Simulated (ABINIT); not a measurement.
ABINIT run on Bi3Au (Pm-3m, 4 atoms in the cell): self-consistent single point.

Level of theory: PBEsol, norm-conserving pseudopotentials (PseudoDojo nc-sr-04 PBEsol standard) (plane waves; ABINIT).

```yaml
crystal:
  lattice:
    - [4.82641, 0.00000, 0.00000]
    - [0.00000, 4.82641, 0.00000]
    - [0.00000, 0.00000, 4.82641]
  atoms:
    - { symbol: Bi, position: [0.00000, 0.50000, 0.50000] }
    - { symbol: Bi, position: [0.50000, 0.00000, 0.50000] }
    - { symbol: Bi, position: [0.50000, 0.50000, 0.00000] }
    - { symbol: Au, position: [0.00000, 0.00000, 0.00000] }
```

Reference input (self-consistent single point, DFT, PBEsol, plane waves, norm-conserving pseudopotentials (PseudoDojo nc-sr-04 PBEsol standard)): pseudos = [Bi.upf, Au.upf]; ecut = 1034 eV; occopt = 3; tsmear = 0.00367493 Ha; ngkpt = 5 5 5; nshiftk = 1; shiftk = 0 0 0; potentials = PseudoDojo nc-sr-04 PBEsol standard; nband = 41; kptopt = 1; nstep = 60; tolvrs = 1e-10. This run's input differs from it in these lines:

```diff
@@ -22,3 +22,3 @@
 kptopt 1
-ngkpt 5 5 5
+ngkpt 6 6 6
 nshiftk 1
```

Output, abridged:

```
--- !BeginCycle
solver: {iscf: 7, nstep: 60, nline: 4, wfoptalg: 0, }
tolerances: {tolvrs: 1.00E-10, }
...

     iter   Etot(hartree)      deltaE(h)  residm     vres2
 ETOT  1  -392.20325935625    -3.922E+02 8.996E-02 2.295E+02
 ETOT  2  -392.37937162962    -1.761E-01 8.255E-03 4.624E+02
 ETOT  3  -392.43826823610    -5.890E-02 2.943E-03 1.490E+01
 ETOT  4  -392.43972147033    -1.453E-03 2.016E-03 3.554E-01
 ETOT  5  -392.43977352100    -5.205E-05 3.266E-03 9.064E-03
   [... 2 lines left out ...]
 ETOT  8  -392.43977471588    -1.052E-08 1.187E-04 4.426E-07
 ETOT  9  -392.43977471592    -3.524E-11 7.413E-05 3.135E-08
 ETOT 10  -392.43977471591     3.695E-12 5.088E-05 6.384E-10
 ETOT 11  -392.43977471592    -2.160E-12 2.787E-05 1.417E-13
 At SCF step   11       vres2   =  1.42E-13 < tolvrs=  1.00E-10 =>converged.

 Cartesian components of stress tensor (hartree/bohr^3)
  sigma(1 1)=  1.00356534E-04  sigma(3 2)=  0.00000000E+00
  sigma(2 2)=  1.00356534E-04  sigma(3 1)=  0.00000000E+00
  sigma(3 3)=  1.00356534E-04  sigma(2 1)=  0.00000000E+00

 ----iterations are completed or convergence reached----

 reduced coordinates (array xred) for    4 atoms
       0.000000000000      0.500000000000      0.500000000000
       0.500000000000      0.000000000000      0.500000000000
       0.500000000000      0.500000000000      0.000000000000
       0.000000000000      0.000000000000      0.000000000000
 cartesian forces (eV/Angstrom) at end:
    1     -0.00000000000000    -0.00000000000000    -0.00000000000000
   [... lines left out ...]
 Fermi (or HOMO) energy (eV) =   6.97343   Average Vxc (eV)= -11.17003
   [... lines left out ...]
total_energy        : -3.92439774715916E+02
total_energy_eV     : -1.06788293517267E+04
band_energy         : -3.38252593830350E+01
...

-Cartesian components of stress tensor (GPa)         [Pressure= -2.9526E+00 GPa]
- sigma(1 1)=  2.95259067E+00  sigma(3 2)=  0.00000000E+00
- sigma(2 2)=  2.95259067E+00  sigma(3 1)=  0.00000000E+00
- sigma(3 3)=  2.95259067E+00  sigma(2 1)=  0.00000000E+00

 Calculation completed.
```

The run converged in 11 iterations. Against the reference run the free energy drops by 1.3 meV/atom and the pressure goes from -3.11 to -2.95 GPa.

The starting cell comes from a database of computed structures (which also holds hypothetical and non-ambient phases and stackings), without a prior relaxation at this level.

Cost on one core of a shared machine: roughly 4 min.
